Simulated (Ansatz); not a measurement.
The parent structure is Zn in the hcp (Mg type) structure (space group P6_3/mmc, No. 194; relaxed with 0.1 eV smearing).

```xyz
2
Lattice="2.6129 0.0000 0.0000 -1.3065 2.2629 0.0000 0.0000 0.0000 4.7815" Properties=species:S:1:pos:R:3 pbc="T T T"
Zn     1.3065     0.7543     3.5861
Zn     0.0000     1.5086     1.1954
```

Cartesian axes are those of the cell as printed.

All numbers come from PBEsol, PAW, 420 eV (Ansatz, an electronic-structure program; without spin-orbit coupling).

Strains are applied to the cell and any free atomic positions relax.

One change was made to it. Results:

```csv
quantity,base,after
energy relative to the base (free energy F),0 meV/atom,+5.2 meV/atom
"pressure (mean of the normal stresses, compression positive)",0.0 GPa,-2.3 GPa
shortest interatomic distance,2.613 Å,2.629 Å
```

Task: What was done to the base?
(A) uniaxial strain ε_xx = +2.50 %
(B) uniaxial strain ε_xx = −1.00 %
(C) uniaxial strain ε_xx = +1.50 %
(D) uniaxial strain ε_xx = −0.50 %

Result: A, uniaxial strain ε_xx = +2.50 %. For comparison, the energy relative to the base in the other runs: uniaxial strain ε_xx = +1.50 % gives +2.0 meV/atom; uniaxial strain ε_xx = −1.00 % gives +1.0 meV/atom; uniaxial strain ε_xx = −0.50 % gives +0.2 meV/atom.

Stability against distortions was not tested.
